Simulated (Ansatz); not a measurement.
System: AlSiCN (P3m1, No. 156, 4 atoms in the cell; start mp-1227998). Method: PBEsol (plane waves, PAW; Ansatz, an electronic-structure program).

Run with plane-wave cutoff 520 eV, 12×12×8 k mesh (along the axes of the cell as run), Fermi–Dirac smearing 0.01 eV, scalar-relativistic PAW data made under PBE.

Cell (relaxed at this level):

```
AlCNSi
1.0
    3.09407     0.00000     0.00000
   -1.54703     2.67954     0.00000
    0.00000     0.00000     5.02683
Al Si C N
1 1 1 1
Cartesian
  0.00000   1.78636   2.54958
  1.54703   0.89318   5.01338
  0.00000   1.78636   0.54524
  1.54703   0.89318   3.20212
```

Problem. Predict the band gap and bulk modulus.

Solution. 
- band gap = 3.27 eV (on the SCF k mesh)
- bulk modulus = 209 GPa

Note: the relaxation could not lower the start's symmetry, so the cell can be a saddle point above a distorted one; the bulk modulus is −V dP/dV from two relaxed cells at ±2 % in volume.

Computed values are for the static lattice.

A start named mp-… is a Materials Project structure, which need not be a measured phase.
